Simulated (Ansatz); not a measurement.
Take SnO2 in the rutile structure (space group P4_2/mnm, No. 136) as the base.

```
CELL_PARAMETERS angstrom
      4.76918     0.00000     0.00000
      0.00000     4.76918     0.00000
      0.00000     0.00000     3.21200
ATOMIC_POSITIONS crystal
  Sn 0.00000 0.00000 0.00000
  Sn 0.50000 0.50000 0.50000
  O  0.30627 0.30627 0.00000
  O  0.80627 0.19373 0.50000
  O  0.19373 0.80627 0.50000
  O  0.69373 0.69373 0.00000
```

Cartesian axes are those of the cell as printed.

Level of theory: PBEsol in Ansatz (plane waves to 420 eV, PAW, no spin-orbit coupling).

It is then changed as follows: uniaxial strain ε_xx = −0.60 %, all other strain components held at zero, atoms relaxed at fixed cell.

Problem. Predict the stress tensor and what it implies for the stiffness.

Solution. Stress of the strained cell less that of the base (GPa, compression positive):
```
   1.40    0.00    0.00
   0.00    0.99    0.00
   0.00    0.00    0.87
```

Then −Δσ_ii/ε with ε = -0.0060 gives relaxed-ion elastic constants: C11 ≈ 233 GPa, C12 ≈ 165 GPa and C13 ≈ 145 GPa.

Whether these cells are dynamically stable was not tested.

Ansatz is a first-principles code.
